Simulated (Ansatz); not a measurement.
Consider B$_{13}$C$_{2}$ (space group R-3m, No. 166; a cell from a computed database, its experimental status unchecked).

```
B13C2
1.0
    2.81730     1.62657     4.01892
   -2.81730     1.62657     4.01892
    0.00000    -3.25314     4.01892
B C
13 2
Cartesian
  0.00000   0.00000   6.02838
  1.36639  -0.78889   7.73753
 -1.36639   0.78889   4.31923
  0.00000   1.57777   7.73753
  0.00000  -1.57777   4.31923
 -1.36639  -0.78889   7.73753
  1.36639   0.78889   4.31923
 -0.89024   0.51398   1.36597
  0.89024  -0.51398  10.69079
  0.00000  -1.02796   1.36597
  0.00000   1.02796  10.69079
  0.89024   0.51398   1.36597
 -0.89024  -0.51398  10.69079
  0.00000   0.00000   7.47140
  0.00000   0.00000   4.58536
```

Computed with PBEsol (Ansatz, an electronic-structure program, PAW, no spin-orbit coupling).

Before the change:

```
Item              Result
---------------  -------
Volume per atom  7.37 Å³
```

Modification: hydrostatic tension (pressure −2 GPa).

Question: Estimate the effect on the volume per atom.

Answer: The volume per atom goes up by 0.066 Å³ to 7.43 Å³.

Load acts through the strain it causes; cell and atoms are relaxed under it. No phonon test of stability was made. All final runs are without spin polarisation. An odd electron count without spin: B13C2.
